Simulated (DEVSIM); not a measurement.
Structure: Schottky contact on n-type GaAs, at 300 K.

| layer (left to right) | material | thickness (μm) | Nd (cm⁻³) | τn (s) | τp (s) |
|---|---|---|---|---|---|
| 1 | GaAs | 3.60 | 2e16 | 6.3e-9 | 6.3e-9 |

Left contact: Schottky, work function 5.11 eV, emission velocity 3.4e6 cm/s. Right contact: ohmic. Voltage is applied to the left contact. Recombination: SRH at mid-gap. Mobility is μmin + (μ − μmin)/(1 + (N/Nref)^α).

The device is made up for the run: typed textbook-type constants, with dimensions and the other settings drawn at random. Values at 300 K; Nc and Nv go as T^1.5, mobilities as T to minus their exponent, the gap by Varshni's rule with the affinity fixed. The table also holds parameters that only a changed run uses.

| parameter | GaAs |
|---|---|
| gap (eV) | 1.424 |
| affinity (eV) | 4.07 |
| permittivity | 12.9 |
| Nc (cm⁻³) | 4.7e17 |
| Nv (cm⁻³) | 9e18 |
| μn (cm²/Vs) | 8500 |
| μp (cm²/Vs) | 400 |
| μn,min | 500 |
| μp,min | 20 |
| Nref,n | 6e16 |
| Nref,p | 1.5e17 |
| αn | 0.39 |
| αp | 0.38 |
| T exponent of μn | 2.1 |
| T exponent of μp | 2.2 |
| Cn (cm⁶/s) | 1e-30 |
| Cp (cm⁶/s) | 1e-30 |
| Varshni α (eV/K) | 0.000541 |
| Varshni β (K) | 204 |

Simulated with DEVSIM: 1D drift-diffusion, Boltzmann statistics, complete ionisation; no tunnelling, impact ionisation, image-force lowering or self-heating. Metal contacts follow the ideal Schottky-Mott rule: no Fermi-level pinning, no interface dipoles.

Base results: dark forward voltage at 1 A/cm² (V) 0.719; potential step across the device at zero bias (V) 0.958; dark forward voltage at 100 A/cm² (V) 0.840; largest field in the device at zero bias (V/cm) 72000.

Q: What follows from this one change: metal work function 5.11 → 5.26 eV?

A: dark forward voltage at 1 A/cm² 0.719 → 0.869 V; potential step across the device at zero bias 0.958 → 1.108 V; dark forward voltage at 100 A/cm² 0.840 → 0.990 V; largest field in the device at zero bias 72000 → 78000 V/cm.

Q: What follows from this one change: temperature 300 → 500 K?

A: dark forward voltage at 1 A/cm² 0.719 → 0.471 V; potential step across the device at zero bias 0.958 → 0.871 V; dark forward voltage at 100 A/cm² 0.840 → 0.677 V; largest field in the device at zero bias little changed (70000 V/cm).

Q: What follows from this one change: metal work function 5.11 → 5.21 eV?

A: dark forward voltage at 1 A/cm² 0.719 → 0.819 V; potential step across the device at zero bias 0.958 → 1.058 V; dark forward voltage at 100 A/cm² 0.840 → 0.940 V; largest field in the device at zero bias little changed (76000 V/cm).
